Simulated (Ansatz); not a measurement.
**What As interstitial (started 1.96 Å from the nearest host atom), symmetric start does to BAs**

The reference is an 8-atom supercell of BAs in the zinc blende structure (space group F-43m, No. 216; a = 4.809 Å) at its relaxed geometry.

One thing is altered: a neutral As interstitial (started 1.96 Å from the nearest host atom), symmetric start, atoms relaxed at fixed cell.

Level of theory: PBE (Ansatz, a program for electronic structure; PAW; 420 eV plane waves; no SOC). Γ-centred 5×5×5 mesh, Fermi–Dirac width 0.01 eV.

```yaml
pressure: 34.7 GPa (base 0.0 GPa)
final_site_of_the_added_atom: 3 B at 1.99 Å and 4 As at 2.34–2.64 Å
```

The magnetic state is the one reached from the starting moments; the real material's order can differ, and small cells can't hold many antiferromagnetic ones. In so small a cell the defect repeats every few ångströms: this is an ordered compound, not a dilute defect. A case with no gap was solved on a k-mesh chosen for an insulator, which is coarse for it. The defect started on the symmetric site and kept its symmetry, so it may sit on a saddle. Starting moments died away, wholly or in part, for As interstitial (started 1.96 Å from the nearest host atom); another magnetic solution may exist. The defect cell is spin-polarised and ends with 0.0 μB.
